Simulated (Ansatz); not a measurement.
HfB2: pressure 0.9 GPa

The parent structure is HfB2 (space group P6/mmm, No. 191; a = 3.1457 Å, c = 3.4859 Å).

Now apply this change: cell and atoms relaxed at a pressure of 0.9 GPa.

The values are results of Ansatz (a quantum-chemistry and plane-wave program) PBE, spin-orbit coupling left out, not measurements. Γ-centred 17×17×13 mesh, Fermi–Dirac width 0.05 eV.

| quantity | base | changed | shift |
|---|---|---|---|
| density | 11.12 g/cm³ | 11.16 g/cm³ | +0.04 g/cm³ |
| lattice parameter a | 3.146 Å | 3.142 Å | -0.0034 Å |
| c/a ratio | 1.108 | 1.108 | 0.000 |
| shortest interatomic distance | 1.816 Å | 1.814 Å | -0.002 Å |
| band gap | zero | zero | – |

Final structure:

```xyz
3
Lattice="3.1423 0.0000 0.0000 -1.5711 2.7213 0.0000 0.0000 0.0000 3.4811" Properties=species:S:1:pos:R:3 pbc="T T T"
Hf     0.0000     0.0000     0.0000
B      1.5711     0.9071     1.7405
B      0.0000     1.8142     1.7405
```

Load acts through the strain it causes; cell and atoms are relaxed under it. Whether these cells are dynamically stable was not tested. All final runs are without spin polarisation.
